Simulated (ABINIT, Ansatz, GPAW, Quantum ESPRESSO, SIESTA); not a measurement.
**Code comparison for MgSiH₂O₄ (Pm, 8 atoms in the cell)**

Self-consistent single point, at a second geometry (lattice scaled by 0.98). First geometry:

```yaml
crystal:
  lattice:
    - [4.33505, 0.00000, 0.00000]
    - [0.00000, 2.85961, 0.00000]
    - [-0.27989, 0.00000, 4.79298]
  atoms:
    - { symbol: Mg, position: [0.50036, 0.50000, 0.47539] }
    - { symbol: Si, position: [0.00098, 0.00000, 0.00247] }
    - { symbol: H, position: [0.97852, 0.00000, 0.51691] }
    - { symbol: H, position: [0.46535, 0.50000, 0.97146] }
    - { symbol: O, position: [0.22371, 0.00000, 0.30909] }
    - { symbol: O, position: [0.24809, 0.50000, 0.85942] }
    - { symbol: O, position: [0.80259, 0.00000, 0.65865] }
    - { symbol: O, position: [0.77189, 0.50000, 0.10642] }
```

Shared settings, as Ansatz (a first-principles code) writes them: kpoints.mp_grid.grid = 4 6 4; scf.occupations.method = fixed. Potentials and cutoffs stand in the table.

```
code                                                                                                                                 model  ΔF from the first geometry (meV/atom)  pressure (GPa)  largest force (eV/Å)  gap on the mesh (eV)       cutoff
----------------  ------------------------------------------------------------------------------------------------------------------------  -------------------------------------  --------------  --------------------  --------------------  -----------
Quantum ESPRESSO                                                                       LDA (PZ), GBRV 1.5 ultrasoft (LDA) pseudopotentials                                   -9.4            3.25                 1.177                 5.413        40 Ry
Ansatz                                                                                                 LDA (PW92), PAW files made with PBE                                  -12.0            1.49                 0.892                 5.391      default
SIESTA            LDA PW92, numerical atomic orbitals DZP, PseudoDojo LDA standard norm-conserving potentials (rewritten from UPF to PSML)                                   -7.9            3.83                 1.151                 5.361  grid 400 Ry
GPAW                                                                         LDA (Perdew-Wang 92), GPAW PAW datasets LDA (gpaw-data 1.0.1)                                   -6.6               –                 0.955                 5.400       900 eV
ABINIT                                                     LDA (PW92), norm-conserving pseudopotentials (PseudoDojo nc-sr-04 LDA standard)                                  -14.8            1.04                 0.798                 5.423        84 Ry
```

For Ansatz (by 0.7 GPa) the energy change implies a higher mean pressure, against the two pressures, than for the other programs: a sign of finite-basis (Pulay) stress.

Size of the force on each atom (eV/Å): Sizes of forces hide their directions.

```
code                Mg1    Si2     H3     H4     O5     O6     O7     O8
----------------  -----  -----  -----  -----  -----  -----  -----  -----
Quantum ESPRESSO  0.097  0.247  1.042  0.900  0.310  0.949  1.177  0.310
Ansatz            0.088  0.244  0.738  0.613  0.303  0.691  0.892  0.278
SIESTA            0.134  0.379  1.082  0.908  0.451  0.915  1.151  0.521
GPAW              0.094  0.343  0.813  0.686  0.560  0.733  0.955  0.475
ABINIT            0.094  0.225  0.670  0.557  0.197  0.610  0.798  0.210
```

A dash marks a value that a program does not give, or that is left out as unsure.

Gaps are read on the mesh.

The spread over the programs that give each value: ΔF from the first geometry within 8.2 meV/atom; pressure within 2.79 GPa; largest force within 0.379 eV/Å; gap on the mesh within 0.062 eV.

SIESTA uses small atom-centred bases, whose incompleteness enters pressures, forces and empty levels differently from a plane-wave cutoff. Ansatz's pressure is given at a fixed set of plane waves, as the other plane-wave codes print theirs; with its correction for the finite basis it is 2.28 GPa (the shift of 0.79 GPa shows how far the cutoff is from converged). The pressure of GPAW is left out: its cutoff lies under the one at which its stress was checked. The same LDA comes in different parametrisations, which differ slightly. In the pressure, Quantum ESPRESSO (by 1.76) and SIESTA (by 2.35) lie more than 1 GPa from the median of the plane-wave programs.

The starting cell comes from a database of computed structures (which also holds hypothetical and non-ambient phases and stackings), without a prior relaxation at this level. For this run, on top of that: lattice scaled by 0.98.

Left out of this page: CP2K and FLEUR (unsound by tests on forces, stress, charge or solver warnings).

Keys are those of Ansatz 0.2.
